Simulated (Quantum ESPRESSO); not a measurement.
# Habitual settings against a tight run: YHg2 (P6/mmm, 3 atoms in the cell)

Self-consistent single point.

```
CELL_PARAMETERS angstrom
      4.84205     0.00000     0.00000
     -2.42103     4.19334     0.00000
      0.00000     0.00000     3.46363
ATOMIC_POSITIONS crystal
  Y  0.00000 0.00000 0.00000
  Hg 0.33333 0.66667 0.50000
  Hg 0.66667 0.33333 0.50000
```

Method of the run: LDA (PW92), PseudoDojo standard norm-conserving (LDA) pseudopotentials (plane waves; Quantum ESPRESSO 7.5).

Base settings: ecutwfc = 75 Ry; occupations = smearing; smearing = cold; degauss = 0.0073499 Ry; potentials = {Y: Y.upf, Hg: Hg.upf}; K_POINTS = automatic 5 5 7 0 0 0; conv_thr = 1e-09 Ry; mixing_beta = 0.7.

Tight run (finer mesh or higher cutoff; not a proven limit): ecutwfc: 75 Ry → 105 Ry; conv_thr: 1e-09 Ry → 7.3e-11 Ry; K_POINTS: automatic 5 5 7 0 0 0 → automatic 7 7 10 0 0 0. It gave Fermi level (on the code's own zero) 14.84 eV; pressure -3.99 GPa.

Quick runs, as changes from the base:
- A: the base itself
- B: ecutwfc: 75 Ry → 38 Ry; smearing: cold → fd; degauss: 0.0073499 Ry → 0.036749 Ry; K_POINTS: automatic 5 5 7 0 0 0 → automatic 2 2 2 0 0 0
- C: ecutwfc: 75 Ry → 38 Ry; smearing: cold → gauss; degauss: 0.0073499 Ry → 0.036749 Ry; conv_thr: 1e-09 Ry → 7.3e-06 Ry; K_POINTS: automatic 5 5 7 0 0 0 → automatic 4 4 4 0 0 0
- D: ecutwfc: 75 Ry → 52 Ry; K_POINTS: automatic 5 5 7 0 0 0 → automatic 4 4 4 1 1 1
- E: ecutwfc: 75 Ry → 45 Ry; K_POINTS: automatic 5 5 7 0 0 0 → automatic 6 6 6 0 0 0

Energies are extrapolated to zero smearing width, which holds to low order in the width alone (under cold and Methfessel-Paxton smearing the free energy itself is taken).

Dashes: time of B, C, D, under 30 s; pressure of C, not trusted under this conv_thr with d or f elements.

The count of work is k-points × plane waves × bands × iterations; it is no time. Core times come from one kind of shared machine and are given to one figure; runs under 30 s give none.

The starting cell comes from a database of computed structures (which also holds hypothetical and non-ambient phases and stackings), without a prior relaxation at this level. Its lattice was rescaled by a random factor within 2.5 % of one. In the base run, with a pressure of about -4 GPa the cell is away from its equilibrium volume at this level.

```
run  energy less tight (meV/atom)  pressure less tight (GPa)  count of work / tight  core time / tight (rough)
---  ----------------------------  -------------------------  ---------------------  -------------------------
A                             8.4                      -0.01                   0.23                        0.3
B                          1365.1                     -46.87                  0.016                          –
C                          1338.5                          –                  0.033                          –
D                            71.2                      -2.82                  0.078                          –
E                           310.7                     -13.73                   0.15                        0.1
```

Among the runs at the tight run's level, the energy misses run from 8.4 to 1365.1 meV/atom.

Left out of this page: 1 run of the series outside the window shown, repeating another row's setting, or not comparable.
